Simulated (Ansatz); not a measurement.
The parent structure is GaN in the zinc blende structure (space group F-43m, No. 216; a = 4.4979 Å).

Modification: every Ga is replaced by Al; the structure is relaxed again.

Levels (all Ansatz, a first-principles code, PAW): r2SCAN (500 eV, spin-orbit coupling left out); HSE06 (420 eV, spin-orbit coupling left out).

The geometry is relaxed with r2SCAN.

```
Item              Result
---------------  -------
r2SCAN band gap  3.94 eV
```

Q: Predict the band gap from HSE06.

A: The band gap goes up by 0.61 eV, from 3.94 eV to 4.55 eV.

Single points use the geometry relaxed with r2SCAN. The hybrid gap comes from the SCF mesh plus the semilocal run's edge points and a few special points and is an upper bound. No phonon test of stability was made. This is not the structure that AlN has at room temperature and ambient pressure. This is not the structure that GaN has at room temperature and ambient pressure.
